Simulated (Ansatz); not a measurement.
Levels about the gap of amorphous Si$_{72}$O$_{150}$H$_{12}$ (234 atoms in a cell of 3417 Å³, 2.15 g/cm³; zone centre alone, so wide bands show as single levels with stretches between that a denser mesh fills), at the geometry that PBE relaxed, where it gives 0.0 GPa on a denser mesh. The participation number counts the atoms over which a state spreads; weights are charges in smoothed Voronoi cells. The levels come from a single point, so bond lengths are those of that geometry. Method of the levels: PBE, scalar-relativistic without spin-orbit coupling (Ansatz, an electronic-structure program). Sampling: the zone centre alone; Fermi-Dirac width 0.02 eV; no spin polarisation. At PBE the levels at the filled edge of the gap are localised (band-tail or defect states), and the nearest spread-out levels lie 5.4 eV apart at the zone centre.

The cell was made by melting and quenching with the CHGNet potential and then relaxed with DFT. O atoms were pushed apart under 1.9 Å during the dynamics, to hinder bonds among them. The hot cell started wider than the set density and was brought back towards it in steps. It is the lowest in DFT energy of 8 quenches. It is a model cell: composition and starting density were chosen by hand, and all elements were melted together. No dispersion term was used. Its density started from a set value of 2.15 and ended at 2.15 g/cm³. The simulated quench (nominally 520 K/ps over its main leg) is rapid and tends to freeze in more defects than a deposited or slowly cooled glass has. A cell of this size samples the disorder only roughly. The volume was held where the preparation left it and the shape relaxed, at a PBE pressure of 0.0 GPa.

```
E - E(highest filled), eV  filling  participation number        largest on  weight O  weight Si  weight H
-------------------------  -------  --------------------  ----------------  --------  ---------  --------
-0.28                       filled                  27.2   O, 2 neighbours      0.94       0.03      0.03
-0.25                       filled                  17.8   O, 2 neighbours      0.93       0.04      0.03
-0.17                       filled                  13.3   O, 2 neighbours      0.96       0.03      0.01
-0.16                       filled                  14.8   O, 2 neighbours      0.93       0.03      0.04
-0.13                       filled                  12.5   O, 2 neighbours      0.92       0.03      0.04
-0.10                       filled                   7.2   O, 2 neighbours      0.95       0.04      0.01
0.00                        filled                   4.5   O, 2 neighbours      0.91       0.03      0.06
5.01                         empty                 196.6   O, 2 neighbours      0.67       0.26      0.06
5.91                         empty                 117.6   O, 2 neighbours      0.66       0.28      0.07
5.94                         empty                 114.6  Si, 4 neighbours      0.67       0.28      0.04
6.00                         empty                 103.9   H, 1 neighbours      0.66       0.25      0.09
6.03                         empty                  75.9   O, 2 neighbours      0.68       0.26      0.06
6.16                         empty                 108.4   H, 1 neighbours      0.65       0.27      0.08
6.17                         empty                 108.2   O, 2 neighbours      0.68       0.24      0.07
```

Most localised among these is the filled level at +0.00 eV, on a O atom, which has 2 neighbours (H 0.98 Å, Si 1.62 Å).
